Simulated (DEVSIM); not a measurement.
## GaP/Si p-n heterojunction

Structure: GaP/Si p-n heterojunction, at 350 K.

```
layer (left to right)  material  thickness (μm)  Nd (cm⁻³)  Na (cm⁻³)  τn (s)  τp (s)
---------------------  --------  --------------  ---------  ---------  ------  ------
1                           GaP           0.120          -     2.1e16  2.9e-6  2.9e-6
2                            Si           0.210     5.5e15          -  2.9e-6  2.9e-6
```

Left contact: ohmic. Right contact: ohmic. Voltage is applied to the left contact. Recombination: SRH at mid-gap, radiative. Mobility is μmin + (μ − μmin)/(1 + (N/Nref)^α).

Constants are typed, rounded textbook-type inputs, not results; the design itself was drawn at random and stands for no fabricated device. Values at 300 K; Nc and Nv go as T^1.5, mobilities as T to minus their exponent, the gap by Varshni's rule with the affinity fixed.

```tsv
parameter	GaP	Si
gap (eV)	2.26	1.124
affinity (eV)	3.8	4.05
permittivity	11.1	11.7
Nc (cm⁻³)	1.8e19	2.86e19
Nv (cm⁻³)	1.9e19	3.1e19
μn (cm²/Vs)	250	1417
μp (cm²/Vs)	150	470
μn,min	10	52
μp,min	10	45
Nref,n	4.4e18	9.7e16
Nref,p	1e18	2.2e17
αn	0.8	0.68
αp	0.85	0.72
T exponent of μn	1.6	2.3
T exponent of μp	1.98	2.2
B (cm³/s)	1e-13	4.7e-15
Varshni α (eV/K)	0.00058	0.000473
Varshni β (K)	372	636
```

Simulated with DEVSIM: 1D drift-diffusion, Boltzmann statistics, complete ionisation; no tunnelling, impact ionisation, image-force lowering or self-heating. Band offsets follow the typed affinities; no thermionic-emission limit at abrupt steps, no polarisation charge.

```json
{
  "potential_step_across_the_device_at_zero_bias": "1.512 V",
  "largest_field_in_the_device_at_zero_bias": "87000 V/cm",
  "Dark forward voltage at 1 A/cm²": "0.893 V",
  "Dark forward voltage at 100 A/cm²": "1.250 V"
}
```

Dark forward current:

(V (V), J (A/cm²)): (0.05, 3.8e-7); (0.15, 7.5e-6); (0.20, 2.4e-5); (0.30, 0.00015); (0.40, 0.00073); (0.45, 0.0016); (0.55, 0.0070); (0.60, 0.015); (0.70, 0.063); (0.80, 0.27); (0.85, 0.55); (0.95, 2.2); (1.05, 8.5); (1.10, 16); (1.20, 56); (1.25, 100); (1.35, 290); (1.45, 750); (1.50, 1100); (1.60, 2400)
